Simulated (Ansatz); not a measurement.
Functionals compared on the (000-1) surface of wurtzite GaN, N-terminated, 2x2 with 3 H on 4 top atoms (bottom of the slab: 3 H on 4 bottom sites), in Ansatz (plane waves, PAW). The structure was relaxed with PBE; the other rows are single points on it. Cutoff 420 eV (500 eV for r2SCAN).

Slab: 46 atoms, 13.8 Å thick at the start with caps and adatoms (thin: gaps and levels are the slab's own); k 4x4x1, smearing 0.025 eV, dipole-corrected; 8 atoms held, the rest relaxed; symmetry of the start imposed; no spin, no spin-orbit, no U. These notes are the PBE run's.

| functional | gap of the slab on its k-mesh (eV) | highest filled level below the top vacuum level (eV) | rough cost of the single point |
|---|---|---|---|
| PBE | 1.90 | 4.06 | – |
| r2SCAN | ? | ? | roughly 8 core-minutes |

### Question
Fill in the missing entries.

### Answer

- r2SCAN, gap of the slab on its k-mesh (eV): 2.32
- r2SCAN, highest filled level below the top vacuum level (eV): 4.27

Ansatz is a first-principles code.
